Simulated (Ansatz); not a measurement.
System: PbSnS3 (Pnma, No. 62, 20 atoms in the cell; start mp-1188095). Method: HSE06 in Ansatz (plane waves, PAW).

Numerical settings: plane-wave cutoff 460 eV, 2×6×2 k mesh (along the axes of the cell as run), Fermi–Dirac smearing 0.01 eV, scalar-relativistic PAW data made under PBE.

Cell (relaxed with PBE-D3(BJ)):

```xyz
20
Lattice="8.6015 0.0000 0.0000 0.0000 3.8208 0.0000 0.0000 0.0000 14.0274" Properties=species:S:1:pos:R:3 pbc="T T T"
Sn     5.7668     0.9552     6.2556
Sn     2.8347     2.8656     7.7718
Sn     7.1354     2.8656    13.2693
Sn     1.4660     0.9552     0.7581
Pb     8.7767     2.8656     4.5673
Pb    -0.1753     0.9552     9.4601
Pb     4.1255     0.9552    11.5810
Pb     4.4760     2.8656     2.4464
S      4.1252     2.8656     5.5181
S      4.4762     0.9552     8.5093
S      0.1755     0.9552    12.5318
S      8.4260     2.8656     1.4956
S      7.2740     2.8656     7.1105
S      1.3275     0.9552     6.9169
S      5.6282     0.9552     0.0968
S      2.9732     2.8656    13.9306
S      6.8029     0.9552     3.9849
S      1.7986     2.8656    10.0425
S      6.0993     2.8656    10.9986
S      2.5021     0.9552     3.0288
```

### Question
What does this level give for the band gap, smallest direct gap on the k points sampled and Γ–Γ gap?

### Answer

- band gap: 1.44 eV
- smallest direct gap on the k points sampled: 1.46 eV
- Γ–Γ gap: 1.82 eV

Note: cell and atoms aren't relaxed at this level.

Spin–orbit coupling is not included; with these elements it can move the gap by several tenths of an eV or more.

Static lattice: no zero-point or thermal effects.

A start named mp-… is a Materials Project structure, which need not be a measured phase.

Ansatz is a program for electronic structure.
